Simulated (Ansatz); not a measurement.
Output of an Ansatz run (abridged):

```
WARN the atoms were moved onto the symmetric positions of the space group found under crystal.symmetry.tolerance 1.0e-5 (fractional …
WARN basis.ecutwfc = 420 eV, the default
WARN ansatz: RAYON_NUM_THREADS=1 ignored (pool sized by the plan → 1); use --threads N
Pseudopotentials: kind: paw
Pseudopotential: Pt, paw, valence charge 18
Pseudopotential: Se, paw, valence charge 16
Crystal: 3 atoms, lattice volume = 200.056 Å³
Basis set: ecut = 420 eV, 3885 PW (Γ), exchange–correlation on 50×50×240 points (8 copies of the dense FFT grid, shifted against one another)
Bands: 30, of which v1, the nominal top of the filled ones, is band 25 counted from 1 (24 counted from 0)
Symmetry: 12 space group operations
Space group: P-3m1 (ITA 164), of the structure as read, at distance tolerance 5.8e-5 Å
k-points: 8 of 49
Initial density: superposition of atomic densities (neutral atoms: chi_scale 0, normalization atom), corrected by the library's trained network
Initial wavefunctions: pseudopotential atomic-orbital guess
Eigensolver: davidson
Functional: x = pbe(κ = 0.804, μ = 0.2195149727645171), c = pbe(β = 0.06672455060314922)
SCF iter   1: F=—  HF=-23462.110547 eV  |F-HF|=—  |Δ(HF+E_count)|=         —  Δρ=2.29e-3  dr2=1.25e-2  ethr=1.77e-3  ⟨swp⟩=7.4  Hψ=1066  notcnv=0
all-band conjugate gradients solve this SCF's bands
preconditioner: auto → Resta (q_TF=auto, 2.165 Å⁻¹)
SCF iter   2: F=—  HF=-23462.110507 eV  |F-HF|=—  |Δ(HF+E_count)|=   3.93e-5  S|Δr|=    0.00e0  Δρ=1.33e-3  dr2=6.25e-3  ethr=2.49e-5  ⟨swp⟩=2.0  Hψ=394  notcnv=0
SCF iter   3: F=—  HF=-23462.109733 eV  |F-HF|=—  |Δ(HF+E_count)|=   7.75e-4  S|Δr|=    0.00e0  Δρ=6.45e-4  dr2=3.53e-4  ethr=1.25e-5  ⟨swp⟩=2.0  Hψ=287  notcnv=0
SCF iter   4: F=—  HF=-23462.110004 eV  |F-HF|=—  |Δ(HF+E_count)|=   2.71e-4  S|Δr|=    0.00e0  Δρ=9.22e-5  dr2=1.85e-5  ethr=7.06e-7  ⟨swp⟩=2.0  Hψ=329  notcnv=0
SCF iter   5: F=—  HF=-23462.110048 eV  |F-HF|=—  |Δ(HF+E_count)|=   4.42e-5  S|Δr|=    0.00e0  Δρ=2.81e-5  dr2=2.30e-6  ethr=3.71e-8  ⟨swp⟩=3.0  Hψ=405  notcnv=0  defer=5
SCF iter   6: F=—  HF=-23462.110050 eV  |F-HF|=—  |Δ(HF+E_count)|=   2.15e-6  S|Δr|=    0.00e0  Δρ=8.26e-6  dr2=1.38e-7  ethr=4.61e-9  ⟨swp⟩=3.0  Hψ=400  notcnv=0  defer=5
SCF iter   7: F=-23462.110050 eV  HF=-23462.110050 eV  |F-HF|=7.46e-8  |Δ(HF+E_count)|=   1.19e-7  S|Δr|=    0.00e0  Δρ=3.03e-6  dr2=2.17e-8  ethr=2.00e-10  ⟨swp⟩=10.5  Hψ=1063  notcnv=0
SCF 1 converged in 7 iterations: F = -23462.110050 eV  dr2 = 2.17e-8
SCF converged after 7 iterations
Stability not checked (fill_not_monotonic)
Free energy (F): -23462.110050 eV
Harris-Foulkes:  -23462.110050 eV  (|F-HF|=7.46e-8)
Internal energy: -23462.110050 eV  (E = F + TS)
E sigma→0 (E₀):  -23462.110050 eV
Fermi energy:    0.610917 eV
Step filling:    the computed levels leave a gap of 1.0166 eV = 10.2 smearing widths
--- Per-component energies (eV) ---
  E_band       = -1564.775895
  E_kinetic    = 868.016196
  E_local      = -36325.810618  (includes V_loc(G=0)·N_el)
  E_nonlocal   = -990.330261
  E_hartree    = 17615.994981
  E_xc         = -467.354856
  E_vxc        = -495.342677  (∫ρ·V_xc dr)
  E_paw        = -13277.835335  (= ΣΔE_a)
  E_vpaw       = 146.706829  (= ΣTr[D̂ρ^β])
  E_aug_tail   = -0.000977  (compensation charges beyond the density's cutoff)
  E_ewald      = 9115.210821
  E_smearing   = 0.000000  (= −TS)
  E_closure    = 0.000000  (closes the sum)
  Σ components = -23462.110050   (vs F -23462.110050, Δ=0.00e0)
--- Forces (eV/Å), atoms counted from 1 ---
  atom   1  Pt    -0.00000000    -0.00000000     0.00000000
  atom   2  Se    -0.00000000    -0.00000000    -1.49046643
  atom   3  Se     0.00000000     0.00000000     1.49046643
  max |Σ_I F_I| component: 2.10e-30 eV/Å
--- Stress (GPa, compression-positive) ---
       -1.492778       0.000000       0.000000
        0.000000      -1.492778       0.000000
       -0.000000       0.000000      -3.559541
  P = ⅓ Tr σ = -2.1817 GPa (-21.817 kbar)
  The stress holds the Pulay correction. Without it, at fixed plane waves, as pw.x and ABINIT print it: P = -2.1909 GPa
--- Band table (eV; the first three rows and the last of 8) ---
  k-point 0: bands = ["-98.4198", "-52.6670", "-52.5760", "-52.5760", "-47.5304", "-47.5304", "-47.5296", "-47.5296", "-47.5142", "-47.5142", "-47.5130", "-47.5130", "-47.5076", "-47.5073", "-13.6790", "-12.5169", "-5.1367", "-4.4415", "-4.4415", [...]
  k-point 1: bands = ["-98.4197", "-52.6669", "-52.5780", "-52.5765", "-47.5302", "-47.5302", "-47.5298", "-47.5295", "-47.5142", "-47.5141", "-47.5133", "-47.5131", "-47.5075", "-47.5073", "-13.4834", "-12.4763", "-4.9082", "-4.5640", "-4.3546", [...]
  k-point 2: bands = ["-98.4196", "-52.6665", "-52.5826", "-52.5778", "-47.5300", "-47.5299", "-47.5298", "-47.5293", "-47.5140", "-47.5138", "-47.5136", "-47.5132", "-47.5073", "-47.5071", "-12.9867", "-12.3828", "-4.8173", "-4.4353", "-4.2529", [...]
  k-point 7: bands = ["-98.4196", "-52.6660", "-52.5848", "-52.5821", "-47.5300", "-47.5296", "-47.5296", "-47.5291", "-47.5144", "-47.5137", "-47.5134", "-47.5132", "-47.5070", "-47.5070", "-12.3065", "-12.2700", "-5.1397", "-4.4946", "-4.3175", [...]
```

The structure:

```xyz
3
Lattice="3.6882 0.0000 0.0000 -1.8441 3.1941 0.0000 0.0000 0.0000 16.9820" Properties=species:S:1:pos:R:3 pbc="T T T"
Pt     0.0000     0.0000     8.4910
Se     0.0000     2.1294     9.9820
Se     1.8441     1.0647     7.0000
```

**Question.** What input produced this log?

**Answer.** Other spellings and defaults could give the same log, and not every line can be read from it. The input that was run (DFT, PBE, plane waves, default PAW files):

Ansatz 0.2 input:
```yaml
# PtSe2
crystal:
  lattice:
    - [3.68820800, 0.00000000, 0.00000000]
    - [-1.84410400, 3.19408200, 0.00000000]
    - [0.00000000, 0.00000000, 16.98203800]
  atoms:
    - { symbol: Pt, position: [0.00000000, 0.00000000, 0.50000000] }
    - { symbol: Se, position: [0.33333300, 0.66666700, 0.58780000] }
    - { symbol: Se, position: [0.66666700, 0.33333300, 0.41220000] }
kpoints:
  mp_grid: { grid: [7, 7, 1] }
hamiltonian:
  xc: pbe
  pseudopotentials: { kind: paw }
scf:
  occupations: { method: cold, width: 0.1 eV }
output:
  forces: true
  eigenvalues: true
  stress: true
```

The starting cell was generated: these elements placed on a structure prototype, without a prior relaxation; it need not be a known phase or ordering of this composition. Its lattice was rescaled in the plane by a random factor within 2.5 % of one. Spin-orbit coupling is off. Forces in this geometry exceed 1 eV/Å.

Ansatz is an electronic-structure program.
